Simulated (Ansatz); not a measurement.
Start from ZnO in the wurtzite structure (space group P6_3mc, No. 186; a = 3.235 Å, c = 5.211 Å).

Computed with r2SCAN (Ansatz, a quantum-chemistry and plane-wave program; PAW; 500 eV plane waves; without spin-orbit coupling).

For the base:

The width of the top valence band is 1.83 eV. The electron mass comes out as 0.19 mₑ (at Γ) and the gap character is direct at Γ.

Now apply this change: a hydrostatic pressure of 9 GPa.

### Question
Predict the new width of the top valence band, mean gap deformation potential ΔEg/Δln V, electron mass and gap character.

### Answer
The width of the top valence band grows by 0.12 eV (1.83 eV → 1.95 eV); the mean gap deformation potential ΔEg/Δln V comes out as -1.5 eV; the electron mass goes from 0.19 mₑ (at Γ) to 0.20 mₑ (at Γ); the gap character is still direct at Γ.

Load acts through the strain it causes; cell and atoms are relaxed under it. Masses are band curvatures over ±0.01 Å⁻¹ around the edge. Whether these cells are dynamically stable was not tested. Tetrahedral semiconductors of this kind turn to denser phases somewhere between about 1 and 50 GPa; those were not computed, so compressed cells here can lie past the real transition.
